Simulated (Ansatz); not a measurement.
**Rb3YF6 (space group Fm-3m, No. 225; a cell from a computed database, its experimental status unchecked)**

```cif
data_F24Rb12Y4
_chemical_formula_sum 'Rb12 Y4 F24'
_space_group_name_H-M_alt 'Fm-3m'
_space_group_IT_number 225
_space_group_name_Hall '-F 4 2 3'
_cell_length_a 9.53782
_cell_length_b 9.53782
_cell_length_c 9.53782
_cell_angle_alpha 90.000
_cell_angle_beta 90.000
_cell_angle_gamma 90.000
loop_
_atom_site_label
_atom_site_type_symbol
_atom_site_symmetry_multiplicity
_atom_site_Wyckoff_symbol
_atom_site_fract_x
_atom_site_fract_y
_atom_site_fract_z
_atom_site_occupancy
Rb1 Rb 8 c 0.25000 0.25000 0.25000 1
Rb2 Rb 4 b 0.50000 0.50000 0.50000 1
Y1 Y 4 a 0.00000 0.00000 0.00000 1
F1 F 24 e 0.00000 0.00000 0.22554 1
```
(The calculation used a cell of 10 atoms; values per cell refer to that cell.)

Method: PBEsol (Ansatz, a first-principles code), without spin-orbit coupling, earlier PAW set. Γ-centred 6×6×6 mesh, Fermi–Dirac width 0.05 eV.

| Property | Result |
|---|---|
| Volume per atom | 21.69 Å³ |
| Density | 3.52 g/cm³ |
| Band gap | 5.83 eV, indirect, X → Γ |
| Electron mass | 0.53 mₑ |
| Lowest conduction-band minima above the VBM | Γ 5.83 eV |
| Total energy | -1826.461 eV/atom (σ→0; compares only within this code and set-up) |

Effective masses come from finite differences of ±0.01 Å⁻¹. Stability against distortions was not tested.
